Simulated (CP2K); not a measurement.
A self-consistent single point of Pb (Fm-3m, 1 atom in the cell) with CP2K.

Level of theory: PBEsol, GPW, TZVP-MOLOPT-SR-GTH basis, GTH-PBE potentials (GTH_POTENTIALS) (CP2K).

```
Pb
1.0
    3.50018     0.00000     0.00000
    1.75009     3.03124     0.00000
    1.75009     1.01042     2.85788
Pb
1
Direct
  0.00000   0.00000   0.00000
```

Reference input (self-consistent single point, DFT PBE, GPW, TZVP-MOLOPT-SR-GTH basis, GTH-PBE potentials (GTH_POTENTIALS)): CUTOFF = 400 Ry; REL_CUTOFF = 60 Ry; SMEAR/METHOD = FERMI_DIRAC; ELECTRONIC_TEMPERATURE = 1160.45 K; KPOINTS/SCHEME = MONKHORST-PACK 9 9 9; XC_FUNCTIONAL = PBE; Pb/BASIS_SET = TZVP-MOLOPT-SR-GTH; Pb/POTENTIAL = GTH-PBE-q4; METHOD = GPW; EPS_DEFAULT = 1e-10; NGRIDS = 4; SCF_GUESS = ATOMIC. This run's input differs from it in these lines:

```diff
@@ -42,3 +42,6 @@
     &XC
-      &XC_FUNCTIONAL PBE
+      &XC_FUNCTIONAL
+        &PBE
+          PARAMETRIZATION PBESOL
+        &END PBE
       &END XC_FUNCTIONAL
```

Output (repeated stretches shortened):

```
 SCF WAVEFUNCTION OPTIMIZATION

  Step     Update method      Time    Convergence         Total energy    Change
     1 NoMix/Diag. 0.30E+00      -     0.82885479        -3.6085587547 -3.61E+00
     2 Broy./Diag. 0.30E+00      -     0.03289809        -3.6344794754 -2.59E-02
     3 Broy./Diag. 0.30E+00      -     0.08389479        -3.5766906320  5.78E-02
     4 Broy./Diag. 0.30E+00      -     0.00031375        -3.5707782441  5.91E-03
     5 Broy./Diag. 0.30E+00      -     0.00007568        -3.5701079248  6.70E-04
     6 Broy./Diag. 0.30E+00      -     0.00001534        -3.5700901559  1.78E-05
     7 Broy./Diag. 0.30E+00      -     0.00001047        -3.5700872936  2.86E-06
     8 Broy./Diag. 0.30E+00      -     0.00000003        -3.5700871780  1.16E-07
  *** SCF run converged in     8 steps ***

  Overlap energy of the core charge distribution:               0.00000000000052
  Self energy of the core charge distribution:                 -7.30933873422194
  Core Hamiltonian energy:                                      1.44758970892915
  Hartree energy:                                               3.29270910386460
  Exchange-correlation energy:                                 -1.00060872408562
  Electronic entropic energy:                                  -0.00043853249961
  Fermi energy:                                                 0.16089289030432

  Total energy:                                                -3.57008717800464
  Total energy (extrapolated to T->0):                         -3.56986791175483

   [... lines left out ...]

 STRESS| Analytical stress tensor [bar]
 STRESS|                        x                   y                   z
 STRESS|      x        1.48567000306E+04   5.51963422714E-02   3.90504175695E-02
 STRESS|      y        5.51963422714E-02   1.48568221171E+04  -1.32771707649E-01
 STRESS|      z        3.90504175695E-02  -1.32771707649E-01   1.48565249833E+04
 STRESS| 1/3 Trace                                             1.48566823770E+04
```

The run converged in 8 iterations. Against the reference run the pressure goes from 2.26 to 1.49 GPa.

The starting cell has typed, rounded lattice constants, without a prior relaxation at this level. Values carry the incompleteness of an atom-centred basis. The potentials were made for another functional than the one used.
